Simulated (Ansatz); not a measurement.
Results of PBEsol+SOC (PAW; Ansatz, a quantum-chemistry and plane-wave program) for BiSe (P-3m1, No. 164, 12 atoms in the cell; start mp-27902).

Settings: plane-wave cutoff 520 eV, 18×18×4 k mesh (along the axes of the cell as run), Fermi–Dirac smearing 0.05 eV, PAW data made under PBE.

Cell (relaxed with PBE-D3(BJ)):

```
CELL_PARAMETERS angstrom
      4.21531     0.00000     0.00000
     -2.10766     3.65057     0.00000
      0.00000     0.00000    22.73647
ATOMIC_POSITIONS crystal
  Bi 0.66667 0.33333 0.46031
  Bi 0.33333 0.66667 0.53969
  Bi 0.66667 0.33333 0.71458
  Bi 0.33333 0.66667 0.28542
  Bi 0.00000 0.00000 0.87921
  Bi 0.00000 0.00000 0.12079
  Se 0.00000 0.00000 0.64563
  Se 0.00000 0.00000 0.35437
  Se 0.66667 0.33333 0.20442
  Se 0.33333 0.66667 0.79558
  Se 0.66667 0.33333 0.94613
  Se 0.33333 0.66667 0.05387
```

What does this level give for the band gap and direct gap at Γ?


- band gap = 0.04 eV (under three smearing widths, so not firm)
- direct gap at Γ = 0.75 eV

Note: cell and atoms aren't relaxed at this level.

A start named mp-… is a Materials Project structure, which need not be a measured phase.
